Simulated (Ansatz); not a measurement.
Ge_Sr+V_O in rock-salt SrO (start: the Sr site; O 2.60 Å away; 64-site cell, 2×2×2 shifted sampling). Level of theory: PBE, PAW (plane waves to 420 eV; Ansatz, a program for electronic structure). Total energies of the localised charge states, counted from that of charge +2, and their image corrections (point charge with alignment); the host's valence-band maximum lies at 7.603 eV on the cells' energy zero and its gap is 3.33 eV.

```json
[
 {"charge": "+2", "moment (μB)": "not spin-polarised", "E − E(first) (eV)": "0.000", "correction (eV)": "0.182"},
 {"charge": "+1", "moment (μB)": "1.0", "E − E(first) (eV)": "9.613", "correction (eV)": "-0.030"},
 {"charge": "0", "moment (μB)": "not spin-polarised", "E − E(first) (eV)": "19.458", "correction (eV)": "0.000"}
]
```

Question: Derive the transition levels above the valence-band maximum and say which of them are thermodynamic.

Answer: A level is the Fermi energy at which two charges have equal formation energy: ε(q/q′) = [E(q′) + corr(q′) − E(q) − corr(q)] / (q − q′) − E_VBM.
ε(+2/+1) = [(9.613 + -0.030) − (0.000 + 0.182)] / 1 − 7.603 = 1.80 eV
ε(+1/0) = [(19.458 + 0.000) − (9.613 + -0.030)] / 1 − 7.603 = 2.27 eV
Thermodynamic levels at least 0.1 eV inside the gap: (+2/+1) at 1.80 eV; (+1/0) at 2.27 eV. They hold to tenths of an eV in this cell. Charges with a result: +2, +1, 0, −1. Others weren't obtained, and one of them could lie lower, also by skipping a charge. Charge −1 has its level within 0.1 eV of a band edge or past it. The geometries come from one start. Flagged in the runs: a strain field that reaches the edge of the cell.
